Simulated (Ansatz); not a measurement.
We consider fluorite NiSi2, described by r²SCAN in Ansatz (PAW).

Run with plane-wave cutoff 600 eV, 14×14×14 k mesh, Fermi–Dirac smearing 0.1 eV, finite displacements, no spin polarisation, scalar-relativistic PAW data made under PBE.

Computed at the level's own relaxed cell.

Harmonic phonon frequencies (cm⁻¹; i marks an imaginary mode):

| q point | frequencies |
|---|---|
| Γ | 0 0 0 317 317 317 332 332 332 |
| X | 147 147 260 260 260 271 384 384 421 |
| L | 108 108 274 306 306 354 354 358 401 |

No imaginary mode appears at these points.

Ansatz is a program for electronic structure.
